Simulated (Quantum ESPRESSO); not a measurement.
## What a tighter setting buys: ecutwfc, ZnO (P6_3mc, 8 atoms in the cell)

Cell: a = 3.1029 Å, b = 3.1029 Å, c = 10.1580 Å, α = 90.00°, β = 90.00°, γ = 120.00°.

Method: PBEsol, GBRV 1.5 ultrasoft (PBESOL) pseudopotentials (plane waves; Quantum ESPRESSO).

Base settings: ecutwfc = 50 Ry; ecutrho = 250 Ry; occupations = smearing; smearing = fd; degauss = 0.0073499 Ry; potentials = {Zn: zn_pbesol_v1.uspp.F.UPF, O: o_pbesol_v1.2.uspp.F.UPF}; K_POINTS = automatic 8 8 3 0 0 0; conv_thr = 1e-10 Ry; mixing_beta = 0.3.

Misses are taken against the tightest run, 100 Ry (ecutrho: 250 Ry → 500 Ry), which need not be fully converged itself. The energy is the free energy per atom.

The count of work is k-points × plane waves × bands × iterations; it is no time, and leaves out set-up, grids and terms that scale otherwise. Core times come from one kind of shared machine and are given to one figure; runs under 30 s give none.

The starting cell was generated: these elements placed on a structure prototype, without a prior relaxation; it need not be a known phase or ordering of this composition. Its lattice was rescaled by a random factor within 2.5 % of one. In the base run, with a pressure of about 20 GPa the cell is away from its equilibrium volume at this level.

The runs (ecutwfc): 20 Ry (ecutrho: 250 Ry → 100 Ry) | 25 Ry (ecutrho: 250 Ry → 125 Ry) | 30 Ry (ecutrho: 250 Ry → 150 Ry) | 35 Ry (ecutrho: 250 Ry → 175 Ry) | 40 Ry (ecutrho: 250 Ry → 200 Ry) | 45 Ry (ecutrho: 250 Ry → 225 Ry) | 50 Ry | 57 Ry (ecutrho: 250 Ry → 285 Ry) | 65 Ry (ecutrho: 250 Ry → 325 Ry) | 75 Ry (ecutrho: 250 Ry → 375 Ry) | 88 Ry (ecutrho: 250 Ry → 440 Ry) | 100 Ry (ecutrho: 250 Ry → 500 Ry).

**Question.** Which is the coarsest setting among those run that, with all tighter ones, holds the energy within 10 meV/atom of the reference, and what does it save?

**Answer.** 75 Ry (ecutrho: 250 Ry → 375 Ry), off by 6.2 meV/atom; its saving against the reference is no more than about a factor of 2 in the count of work.

**Question.** Which is the coarsest setting among those run that, with all tighter ones, holds the energy within 5 meV/atom of the reference, and what does it save?

**Answer.** 88 Ry (ecutrho: 250 Ry → 440 Ry), off by 1.4 meV/atom; its saving against the reference is no more than about a factor of 2 in the count of work.

**Question.** What does the step from 35 Ry (ecutrho: 250 Ry → 175 Ry) to 75 Ry (ecutrho: 250 Ry → 375 Ry) buy?

**Answer.** It takes the miss in the energy from 59 to 6.2 meV/atom, for 3.1 times the count of work and roughly 3 times the time.

| ecutwfc | energy less reference (meV/atom) | pressure less reference (GPa) | largest difference in the force on any atom (eV/Å) | count of work / reference | core time / reference (rough) |
|---|---|---|---|---|---|
| 20 Ry (ecutrho: 250 Ry → 100 Ry) | 16463.07 | -1104.09 | 0.087 | 0.084 | – |
| 25 Ry (ecutrho: 250 Ry → 125 Ry) | 3088.52 | -274.14 | 0.045 | 0.12 | – |
| 30 Ry (ecutrho: 250 Ry → 150 Ry) | 462.56 | -57.16 | 0.002 | 0.17 | 0.2 |
| 35 Ry (ecutrho: 250 Ry → 175 Ry) | 59.42 | -6.52 | 0.001 | 0.21 | 0.2 |
| 40 Ry (ecutrho: 250 Ry → 200 Ry) | 32.24 | 0.16 | 0.001 | 0.25 | 0.3 |
| 45 Ry (ecutrho: 250 Ry → 225 Ry) | 28.26 | -0.55 | 0.000 | 0.30 | 0.3 |
| 50 Ry | 19.15 | -0.66 | 0.000 | 0.36 | 0.4 |
| 57 Ry (ecutrho: 250 Ry → 285 Ry) | 12.92 | -0.03 | 0.000 | 0.43 | 0.4 |
| 65 Ry (ecutrho: 250 Ry → 325 Ry) | 11.36 | -0.07 | 0.000 | 0.53 | 0.5 |
| 75 Ry (ecutrho: 250 Ry → 375 Ry) | 6.18 | -0.29 | 0.000 | 0.65 | 0.7 |
| 88 Ry (ecutrho: 250 Ry → 440 Ry) | 1.41 | 0.00 | 0.000 | 0.82 | 0.8 |
| 100 Ry (ecutrho: 250 Ry → 500 Ry) | 0.00 | 0.00 | 0.000 | 1.0 | 1 |
